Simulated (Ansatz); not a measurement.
The parent structure is Ge in the diamond structure (space group Fd-3m, No. 227; a = 5.676 Å).

It is then changed as follows: Si replaces 75.0 % of the Ge, ordered in a cell of 8 atoms (starting symmetry Cmcm) and fully relaxed.

The other end (x = 1) is Si in the diamond structure (space group Fd-3m, No. 227): 20.05 Å³/atom, gap 0.47 eV.

Levels (all Ansatz, a quantum-chemistry and plane-wave program, PAW): PBEsol (420 eV, scalar-relativistic without spin-orbit coupling); PBEsol+SOC (420 eV, with spin-orbit coupling).

The geometry is relaxed with PBEsol.

| Property | Value |
|---|---|
| PBEsol valence-band top at Γ | 0.00, -0.07, -0.08 eV |
| PBEsol band gap | 0.36 eV |
| PBEsol smallest direct gap | 0.47 eV |
| PBEsol gap character | indirect, Γ → k = (0.200, -0.200, 0) in the run's primitive reciprocal basis |

Problem. What does PBEsol+SOC give at this geometry for the valence-band top at Γ, band gap, smallest direct gap and gap character?

Solution. The valence-band top at Γ (three highest Kramers pairs, from the VBM) changes from 0.00, -0.07, -0.08 eV to 0.00, -0.06, -0.18 eV; the band gap shrinks by 0.03 eV to 0.33 eV; the smallest direct gap falls by 0.03 eV, from 0.47 eV to 0.44 eV; the gap character (in this cell's own zone, which can be folded) stays indirect, Γ → k = (0.200, -0.200, 0) in the run's primitive reciprocal basis.

Single points use the geometry relaxed with PBEsol. Differences between runs with and without spin-orbit coupling are approximate. These are small ordered cells, not random alloys; other orderings at the same x differ. Stability against distortions was not tested. A zero or small gap of Ge can be the functional's error rather than a property of the material. k-point labels follow each cell's own Brillouin zone.
